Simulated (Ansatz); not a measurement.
Given:

```
Ru
1.0
    2.74187     0.00000     0.00000
    1.37093     2.37453     0.00000
    0.00000     0.00000     4.22930
Ru
2
Direct
  0.33333   0.33333   0.75000
  0.66667   0.66667   0.25000
```

No spin polarisation.

Level of theory: Ansatz (a program for electronic structure) r2SCAN, no spin-orbit coupling. k-mesh 20×20×11 (Γ-centred); smearing 0.05 eV (Fermi–Dirac).

Problem. What band gap does the calculation give?

Solution. Zero.

Problem. Estimate the space group.

Solution. P6_3/mmc (No. 194).

Problem. What is the computed pressure (mean of the normal stresses, compression positive)?

Solution. -6.0 GPa.

The cells carry an imposed strain or load. Whether these cells are dynamically stable was not tested. The final runs are not spin-polarised. The cell was made from Ru in the hcp (Mg type) structure (space group P6_3/mmc, No. 194) by this change: biaxial strain +1.38 %, plane normal [001], relaxed out of plane.
